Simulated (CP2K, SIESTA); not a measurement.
A SIESTA input for a self-consistent single point of Au3S (P1, 8 atoms in the cell) (DFT, LDA PW92, numerical atomic orbitals TZP, PseudoDojo LDA standard norm-conserving potentials (rewritten from UPF to PSML)):

```
# files in the folder: S.psml Au.psml (PseudoDojo LDA standard)
SystemName  Au3S
SystemLabel au3s

NumberOfAtoms                8
NumberOfSpecies              2
%block ChemicalSpeciesLabel
  1 16 S
  2 79 Au
%endblock ChemicalSpeciesLabel
LatticeConstant              1.0 Ang
%block LatticeVectors
     5.757836000    0.000000000    0.000000000
    -2.878918000    4.986432000    0.000000000
     0.000000000    0.000000000    4.717967000
%endblock LatticeVectors
AtomicCoordinatesFormat      Ang
%block AtomicCoordinatesAndAtomicSpecies
     2.898298876    1.707434100    1.205501902  1
     0.026465893    3.319971412    3.507718823  1
     1.472416853    0.756272196    3.563400270  2
     1.447419208    4.219104885    1.175118195  2
    -0.014334133    1.690425380    1.188153937  2
     2.880311396    3.274250817    3.522622881  2
     4.279042343    0.818248559    3.483610012  2
    -1.473954195    4.160020652    1.225741981  2
%endblock AtomicCoordinatesAndAtomicSpecies

XC.functional                LDA
XC.authors                   PW92
PAO.BasisSize                TZP
PAO.EnergyShift              0.01 Ry
MeshCutoff                   300 Ry
%block kgrid.MonkhorstPack
    5   0   0  0.0
    0   5   0  0.0
    0   0   5  0.0
%endblock kgrid.MonkhorstPack
OccupationFunction           MP
OccupationMPOrder            0
ElectronicTemperature        0.136 eV

MaxSCFIterations             150
SCF.Mixer.Method             Pulay
SCF.Mixer.Weight             0.1
SCF.Mixer.History            8
SCF.DM.Tolerance             1.0E-04
Diag.ParallelOverK           true
WriteForces                  true
```

Task: Give the CP2K input for the same structure, mesh, smearing and functional.

Result: This is the input that was run; spellings and numerical settings could be chosen otherwise.

```
&GLOBAL
  PROJECT run
  RUN_TYPE ENERGY_FORCE
  PRINT_LEVEL LOW
&END GLOBAL
&FORCE_EVAL
  METHOD Quickstep
  STRESS_TENSOR ANALYTICAL
  &DFT
    BASIS_SET_FILE_NAME BASIS_MOLOPT
    POTENTIAL_FILE_NAME GTH_POTENTIALS
    &QS
      METHOD GPW
      EPS_DEFAULT 1E-10
    &END QS
    &MGRID
      CUTOFF 500
      REL_CUTOFF 60
      NGRIDS 5
    &END MGRID
    &SCF
      SCF_GUESS ATOMIC
      EPS_SCF 1E-6
      MAX_SCF 100
      ADDED_MOS 13
      &DIAGONALIZATION
        ALGORITHM STANDARD
      &END DIAGONALIZATION
      &MIXING
        METHOD BROYDEN_MIXING
        ALPHA 0.3
        NBUFFER 8
        BETA 1.5
      &END MIXING
      &SMEAR ON
        METHOD GAUSSIAN
        SIGMA [eV] 0.136
      &END SMEAR
    &END SCF
    &KPOINTS
      SCHEME MONKHORST-PACK 5 5 5
    &END KPOINTS
    &XC
      &XC_FUNCTIONAL PADE
      &END XC_FUNCTIONAL
    &END XC
    &PRINT
      &MO
        EIGENVALUES T
        OCCUPATION_NUMBERS T
        NDIGITS 8
        FILENAME mo
        &EACH
          QS_SCF 0
        &END EACH
        ADD_LAST NUMERIC
      &END MO
      &MULLIKEN OFF
      &END MULLIKEN
    &END PRINT
  &END DFT
  &SUBSYS
    &CELL
      A 5.75783600 0.00000000 0.00000000
      B -2.87891800 4.98643200 0.00000000
      C 0.00000000 0.00000000 4.71796700
      PERIODIC XYZ
    &END CELL
    &COORD
      S        2.89829888     1.70743410     1.20550190
      S        0.02646589     3.31997141     3.50771882
      Au       1.47241685     0.75627220     3.56340027
      Au       1.44741921     4.21910488     1.17511819
      Au      -0.01433413     1.69042538     1.18815394
      Au       2.88031140     3.27425082     3.52262288
      Au       4.27904234     0.81824856     3.48361001
      Au      -1.47395420     4.16002065     1.22574198
    &END COORD
    &KIND S
      BASIS_SET DZVP-MOLOPT-SR-GTH-q6
      POTENTIAL GTH-PADE-q6
    &END KIND
    &KIND Au
      BASIS_SET DZVP-MOLOPT-SR-GTH-q11
      POTENTIAL GTH-PADE-q11
    &END KIND
  &END SUBSYS
  &PRINT
    &FORCES ON
    &END FORCES
    &STRESS_TENSOR ON
    &END STRESS_TENSOR
  &END PRINT
&END FORCE_EVAL
```

Basis, cutoffs, solver keys and any potentials are the target program's own. This input uses DFT LDA (Pade form), GPW, DZVP-MOLOPT-SR-GTH basis, GTH-PADE potentials (GTH_POTENTIALS). LDA parametrisations can differ slightly between programs.

The starting cell comes from a database of computed structures (which also holds hypothetical and non-ambient phases and stackings), without a prior relaxation at this level. Its lattice was rescaled by a random factor within 2.5 % of one. For this run, on top of that: atoms moved at random.
